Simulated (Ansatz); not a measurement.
The reference is HfO₂ (space group P2_1/c, No. 14; a = 5.1618 Å, b = 5.2124 Å, c = 5.3529 Å, α = γ = 90.00°, β = 99.66°).

(Cell as relaxed with PBE.)

Levels (all Ansatz, an electronic-structure program, PAW, earlier PAW set): PBE (420 eV, without spin-orbit coupling); r2SCAN (500 eV, spin-orbit coupling left out).

Each level relaxes its own structure.

```
base                  PBE    r2SCAN
---------------  --------  --------
volume per atom  11.83 Å³  11.54 Å³
band gap          4.04 eV   4.60 eV
```

Perturbation: an isotropic linear strain of +2.18 %; the atoms relax in the strained cell.

```tsv
quantity	PBE	r2SCAN
mean gap deformation potential ΔEg/Δln V	+1.4 eV	(withheld)
pressure (mean of the normal stresses, compression positive)	-10.67 GPa	(withheld)
energy relative to the base (free energy F)	+29 meV/atom	(withheld)
shift of the gap caused by the change	+0.09 eV	(withheld)
valence-band top at Γ (three highest levels, from the VBM)	0.00, -0.14, -0.36 eV	(withheld)
```

**Question.** Predict the r2SCAN column.

**Answer.** 
- mean gap deformation potential ΔEg/Δln V, r2SCAN: +0.4 eV
- pressure (mean of the normal stresses, compression positive), r2SCAN: -12.30 GPa
- energy relative to the base (free energy F), r2SCAN: +32 meV/atom
- shift of the gap caused by the change, r2SCAN: +0.02 eV
- valence-band top at Γ (three highest levels, from the VBM), r2SCAN: 0.00, -0.16, -0.41 eV

PBE's mean gap deformation potential ΔEg/Δln V lies 1.0 eV above r2SCAN's; PBE's pressure lies 1.63 GPa above r2SCAN's; PBE's energy relative to the base lies 2.6 meV/atom below r2SCAN's; PBE's shift of the gap caused by the change lies 0.07 eV above r2SCAN's. Neither level is exact; r2SCAN is the comparison here, not a measurement.

With Hf present, leaving out spin-orbit coupling can change the band edges. Stability against distortions was not tested.
